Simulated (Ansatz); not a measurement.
**How the lattice parameter a of SnO (model structure, started from the NiAs type, P6₃/mmc, No. 194, 4 atoms in the cell) moves with the method**

No measured value is used here.

```tsv
level (code)	value (Å)
PBE (Ansatz)	3.469
PBEsol (Ansatz)	3.373
PBE-D3(BJ) (Ansatz)	___
```

Problem. What belongs in the gaps?

Solution. 
- PBE-D3(BJ) (Ansatz, an electronic-structure program), value (Å): 3.410

Ansatz's density-functional and Hartree–Fock values are scalar-relativistic unless marked +SOC, with PAW data made under PBE.

A model structure was made by putting elements into a prototype or built by hand; it is no filed structure, need not be a known phase, and can be a saddle point held by its symmetry.
